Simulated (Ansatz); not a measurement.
Amorphous Si₂₄O₄₉K₂, 75 atoms at 2.21 g/cm³, one PBE-relaxed geometry, zone centre. Methods: PBE, scalar-relativistic without spin-orbit coupling (Ansatz, a quantum-chemistry and plane-wave program); r2SCAN, scalar-relativistic without spin-orbit coupling (Ansatz); HSE06, scalar-relativistic without spin-orbit coupling (Ansatz). Plane waves to 420 eV (r2SCAN 500 eV); exact exchange is cut at the cell's faces. At PBE the levels at the filled edge of the gap are localised (band-tail or defect states), and the nearest spread-out levels lie 5.0 eV apart at the zone centre. The higher rungs were started with moments on some atoms, which died out.

It comes from a melt-quench run on a machine-learned potential (CHGNet), relaxed afterwards by DFT. O atoms were pushed apart under 1.9 Å during the dynamics, to hinder bonds among them. The hot cell started wider than the set density and was brought back towards it in steps. It is the lowest in DFT energy of 2 quenches. It is a model cell: composition and starting density were chosen by hand, and all elements were melted together. No dispersion term was used. Its density started from a set value of 2.21 and ended at 2.21 g/cm³. The simulated quench (nominally 480 K/ps over its main leg) is rapid and tends to freeze in more defects than a deposited or slowly cooled glass has. One small periodic cell is one sample of the glass; other quenches scatter about these values. The volume was held where the preparation left it and the shape relaxed, at a PBE pressure of -1.9 GPa (tension). Stress components on the final sampling reach 1.9 GPa.

The relaxation ran on the zone centre alone. At PBE the level gap is 2.23 eV on a 2×2×2 Γ-centred mesh, and the spacing at the zone centre alone 2.22 eV.

Q: What zone-centre spacing does r2SCAN give, roughly?

A: 2.78 eV (+0.56 eV against PBE).

Q: What zone-centre spacing does HSE06 give, roughly?

A: 3.80 eV (+1.58 eV against PBE).

The highest filled and the lowest empty state spread over these numbers of atoms (participation numbers): PBE: 1.4 and 64.4; r2SCAN: 1.4 and 64.4; HSE06: 1.4 and 63.2.
